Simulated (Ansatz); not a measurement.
Consider HgI2 in the 2H-MoS2 type structure (space group P6_3/mmc, No. 194; a = 4.166 Å, c = 14.183 Å; a hypothetical phase, not in the database extracts checked).

(Cell as relaxed with PBE-D3(BJ).)

Levels (all Ansatz, an electronic-structure program, PAW): PBE-D3(BJ) (420 eV, spin-orbit coupling left out); r2SCAN+rVV10 (500 eV, no spin-orbit coupling).

Each level relaxes its own structure.

```json
[
 {"base": "volume per atom", "PBE-D3(BJ)": "35.53 Å³", "r2SCAN+rVV10": "35.86 Å³"},
 {"base": "lattice parameter a", "PBE-D3(BJ)": "4.166 Å", "r2SCAN+rVV10": "4.155 Å"},
 {"base": "band gap", "PBE-D3(BJ)": "0.34 eV", "r2SCAN+rVV10": "0.66 eV"}
]
```

Modification: every lattice vector is shortened by 4.21 %; the atoms relax in the strained cell.

```tsv
quantity	PBE-D3(BJ)	r2SCAN+rVV10
band gap	zero	0.25 eV
energy relative to the base (free energy F)	+45 meV/atom	+49 meV/atom
pressure (mean of the normal stresses, compression positive)	3.8 GPa	4.2 GPa
largest internal atomic displacement	0.094 Å	0.092 Å
```

They disagree on the band gap; PBE-D3(BJ)'s energy relative to the base lies 4.9 meV/atom below r2SCAN+rVV10's; PBE-D3(BJ)'s pressure lies 0.4 GPa below r2SCAN+rVV10's. Neither level is exact; r2SCAN+rVV10 is the comparison here, not a measurement.

The mesh was chosen for an insulator and is coarse for the gapless case. Spin-orbit coupling, missing from the scalar runs, can matter with Hg and I. Stability against distortions was not tested. All final runs are without spin polarisation. A zero or small gap of HgI2 under isotropic strain −4.21 % can be the functional's error rather than a property of the material.
